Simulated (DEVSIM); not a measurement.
**Si p+/n-/n+ power diode**

System: Si p+/n-/n+ power diode, at 300 K.

```csv
layer (left to right),material,thickness (μm),Nd (cm⁻³),Na (cm⁻³),τn (s),τp (s)
1,Si,0.920,-,1.5e18,4.6e-7,4.6e-7
2,Si,5.20,1.3e14,-,4.6e-7,4.6e-7
3,Si,4.40,2.5e18,-,4.6e-7,4.6e-7
```

Left contact: ohmic. Right contact: ohmic. Voltage is applied to the left contact. Recombination: SRH at mid-gap. Mobility is constant in doping.

This is a model device: material constants are rounded textbook-type values typed into the input, and sizes, dopings and lifetimes were drawn at random. Values at 300 K.

| parameter | Si |
|---|---|
| gap (eV) | 1.124 |
| affinity (eV) | 4.05 |
| permittivity | 11.7 |
| Nc (cm⁻³) | 2.86e19 |
| Nv (cm⁻³) | 3.1e19 |
| μn (cm²/Vs) | 1417 |
| μp (cm²/Vs) | 470 |

DEVSIM, 1D drift-diffusion, Boltzmann statistics, complete ionisation; no tunnelling, impact ionisation, image-force lowering or self-heating.

```yaml
potential_step_across_the_device_at_zero_bias: 0.983 V
Dark forward voltage at 1 A/cm²: 0.661 V
Dark forward voltage at 100 A/cm²: 0.794 V
```

Dark forward current:

(V (V), J (A/cm²)): (0.05, 1.0e-7); (0.10, 3.8e-7); (0.15, 1.2e-6); (0.20, 3.7e-6); (0.25, 1.2e-5); (0.30, 4.4e-5); (0.35, 0.00018); (0.40, 0.00086); (0.45, 0.0039); (0.50, 0.014); (0.55, 0.046); (0.60, 0.16); (0.65, 0.69); (0.70, 3.6); (0.75, 21); (0.80, 120); (0.85, 650); (0.90, 2900)

Small-signal capacitance in reverse bias (quasi-static):

```csv
V (V),C (nF/cm²)
-2,2.20
-5,2.03
-10,2.01
-15,2.00
-20,2.00
-30,1.99
-40,1.99
-50,1.99
-65,1.99
-80,1.99
-100,1.99
```
